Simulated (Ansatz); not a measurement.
# Hypothetical Fm-3m WSe2, pressure series

Consider WSe₂ (space group Fm-3m, No. 225; a = 6.262 Å; ferromagnetic; a hypothetical phase, not in the database extracts checked).

Cell and atoms are relaxed at each pressure.

The values are results of plane-wave PAW DFT at the r2SCAN level (Ansatz, an electronic-structure program, 500 eV), without spin-orbit coupling, not measurements.

```json
[
 {"variant": "base", "density": "9.24 g/cm³", "largest site moment": "1.43 μB"},
 {"variant": "pressure −2 GPa", "density": "9.07 g/cm³", "largest site moment": "1.47 μB"},
 {"variant": "pressure −1 GPa", "density": "9.16 g/cm³", "largest site moment": "1.45 μB"},
 {"variant": "pressure 1.8 GPa", "density": "9.39 g/cm³", "largest site moment": "1.39 μB"},
 {"variant": "pressure 4.2 GPa", "density": "9.57 g/cm³", "largest site moment": "1.36 μB"},
 {"variant": "pressure 9 GPa", "density": "9.88 g/cm³", "largest site moment": "1.30 μB"},
 {"variant": "pressure 18 GPa", "density": "10.41 g/cm³", "largest site moment": "1.22 μB"},
 {"variant": "pressure 30 GPa", "density": "11.03 g/cm³", "largest site moment": "1.10 μB"},
 {"variant": "pressure 45 GPa", "density": "11.76 g/cm³", "largest site moment": "0.85 μB"},
 {"variant": "pressure 60 GPa", "density": "12.36 g/cm³", "largest site moment": "0.68 μB"}
]
```

The magnetic state is the one reached from the starting moments; the real material's order can differ, and small cells can't hold many antiferromagnetic ones. Load acts through the strain it causes; cell and atoms are relaxed under it. Stability against distortions was not tested. Competing high-pressure phases were not computed. Starting moments died away, wholly or in part, for pressure 45 GPa and pressure 60 GPa; another magnetic solution may exist.
